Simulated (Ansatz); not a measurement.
**PbTe: response to strain**

The parent structure is PbTe in the rock salt structure (space group Fm-3m, No. 225; a = 6.5343 Å). Axes: x, y, z lie along the cube axes.

Strains are applied to the cell and any free atomic positions relax; under biaxial strain the out-of-plane vector relaxes too.

Calculations: r2SCAN (Ansatz, a quantum-chemistry and plane-wave program; PAW; 500 eV plane waves; no spin-orbit coupling).

Notes on the quantities. energy relative to the base: free energy F.

```json
[
 {"biaxial strain, plane normal [111], relaxed out of plane (%)": "-2.5", "energy relative to the base (meV/atom)": "8.9"},
 {"biaxial strain, plane normal [111], relaxed out of plane (%)": "-2.08", "energy relative to the base (meV/atom)": "6.1"},
 {"biaxial strain, plane normal [111], relaxed out of plane (%)": "-1.67", "energy relative to the base (meV/atom)": "3.9"},
 {"biaxial strain, plane normal [111], relaxed out of plane (%)": "-1.25", "energy relative to the base (meV/atom)": "2.2"},
 {"biaxial strain, plane normal [111], relaxed out of plane (%)": "-0.83", "energy relative to the base (meV/atom)": "1.0"},
 {"biaxial strain, plane normal [111], relaxed out of plane (%)": "-0.42", "energy relative to the base (meV/atom)": "?"},
 {"biaxial strain, plane normal [111], relaxed out of plane (%)": "0", "energy relative to the base (meV/atom)": "0.0"}
]
```

Question: Fit ΔE = Aε² + Bε³ (ε in %) to the rows shown and predict the withheld row.

Answer: Least squares on the printed values gives A = 1.37 and B = -0.019 meV/atom (largest residual 0.0 meV/atom); this predicts 0.2 meV/atom, and the run gives 0.2 meV/atom, in agreement.

No phonon test of stability was made.
